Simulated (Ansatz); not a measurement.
# Effective masses and thermopower of CdTe (F-43m)

Data:

```xyz
2
Lattice="0.0000 3.2788 3.2788 3.2788 0.0000 3.2788 3.2788 3.2788 0.0000" Properties=species:S:1:pos:R:3 pbc="T T T"
Cd     0.0000     0.0000     0.0000
Te     1.6394     1.6394     1.6394
```

These are r2SCAN with spin-orbit coupling, rigid bands (plane waves, PAW; Ansatz, a first-principles code) values and carry that method's errors. Geometry: cell and atoms relaxed with r2SCAN.

The band gap comes out as 0.91 eV and the electron conductivity mass (300 K, dilute) is 0.094 mₑ. The hole conductivity mass (300 K, dilute) is 0.57 mₑ, the effective density of states N_c (300 K) comes out as 6.8e17 cm⁻³ and the effective density of states N_v (300 K) comes out as 2.0e19 cm⁻³. The density-of-states mass, electrons is 0.090 mₑ and the density-of-states mass, holes comes out as 0.86 mₑ. The Seebeck coefficient, n-type 1e19 cm⁻³, 300 K is -62 μV/K, the Seebeck coefficient, p-type 1e19 cm⁻³, 300 K is 277 μV/K and the best p-type power factor at 300 K for τ = 10 fs (best axis; densities from 1e16 to 1e21 cm⁻³ tried, whether or not they can be reached) comes out as 5.7 μW/(cm·K²) at 1e20 cm⁻³.

Rigid bands; masses and Seebeck coefficients take one relaxation time τ for all states and one kind of carrier; polarons and phonon drag are left out.
